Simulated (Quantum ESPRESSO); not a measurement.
A working Quantum ESPRESSO input for Mg14ZrSn (Amm2, 16 atoms in the cell) (DFT, PBEsol, plane waves, SSSP 1.1.2 efficiency (PBE) pseudopotentials):

```fortran
&control
    calculation = 'scf'
    outdir = './tmp'
    pseudo_dir = './'
    verbosity = 'high'
    tprnfor = .true.
    tstress = .true.
/
&system
    ibrav = 0
    nat = 16
    ntyp = 3
    ecutwfc = 40
    ecutrho = 320
    occupations = 'smearing'
    smearing = 'fd'
    degauss = 0.0073499
    input_dft = 'pbesol'
/
&electrons
    conv_thr = 1.0d-10
/
ATOMIC_SPECIES
Mg    24.3050  Mg.pbe-n-kjpaw_psl.0.3.0.UPF
Zr    91.2240  Zr_pbe_v1.uspp.F.UPF
Sn   118.7100  Sn_pbe_v1.uspp.F.UPF
CELL_PARAMETERS angstrom
  10.4185510000     0.0000000000     0.0000000000
   0.0000000000     3.1836470000     5.6238130000
   0.0000000000    -3.1836470000     5.6238130000
ATOMIC_POSITIONS angstrom
Mg    0.0000000000    0.0000000000    1.8749792542
Mg    0.0000000000    0.0000000000    7.4999170168
Mg    5.2092755000   -1.5817631755    4.6858734679
Mg    5.2092755000    1.5817631755    4.6858734679
Mg    0.0000000000   -1.5930332859    4.6880105168
Mg    0.0000000000    1.5930332859    4.6880105168
Mg    2.6000535876   -1.6050037986    6.5622024372
Mg    7.8184974124    1.6050037986    6.5622024372
Mg    7.8184974124   -1.6050037986    6.5622024372
Mg    2.6000535876    1.6050037986    6.5622024372
Mg    2.6054712341    0.0000000000    3.7367987860
Mg    7.8130797659    0.0000000000    3.7367987860
Mg    2.6028665963    0.0000000000    9.3777081775
Mg    7.8156844037    0.0000000000    9.3777081775
Zr    5.2092755000    0.0000000000    1.8824026874
Sn    5.2092755000    0.0000000000    7.4977799679
K_POINTS automatic
3 4 4  0 0 0
```

The run converged in 17 iterations: free energy E − TS -9801.8180 eV; Fermi level (on the code's own zero) 4.66 eV; pressure -2.11 GPa; largest force (vector length) 0.101 eV/Å. Each of these slips is then made, one at a time:

(1)
```diff
-CELL_PARAMETERS angstrom
-  10.4185510000     0.0000000000     0.0000000000
-   0.0000000000     3.1836470000     5.6238130000
-   0.0000000000    -3.1836470000     5.6238130000
+CELL_PARAMETERS bohr
+  10.4185514539     0.0000000000     0.0000000000
+   0.0000000000     3.1836461686     5.6238136085
+   0.0000000000    -3.1836461686     5.6238136085
```

(2)
```diff
-    nat = 16
+    nat = 15
```

Task: Predict the outcome of each change.

Result: 
(1) Cell lengths in the wrong unit (bohr against Å). The program stopped before any SCF iteration.
```
Error in routine cdiaghg (84):
S matrix not positive definite
```

(2) An atom count that does not match the list of atoms. The run converged in 21 iterations without an error; against the sound input the pressure stays near -2.06 GPa while the yy stress (positive for compression) goes from -2.15 to -1.12 GPa and the largest force goes from 0.101 to 0.189 eV/Å. The full log also holds: “Warning: card SN    5.2092755000    0.0000000000    7.4977799679 ignored” and “c_bands:  1 eigenvalues not converged”.

The starting cell comes from a database of computed structures (which also holds hypothetical and non-ambient phases and stackings), without a prior relaxation at this level. Its lattice was rescaled by a random factor within 2.5 % of one.

Left out of this page: 3 runs of the series outside the window shown, repeating another row's setting, or not comparable.
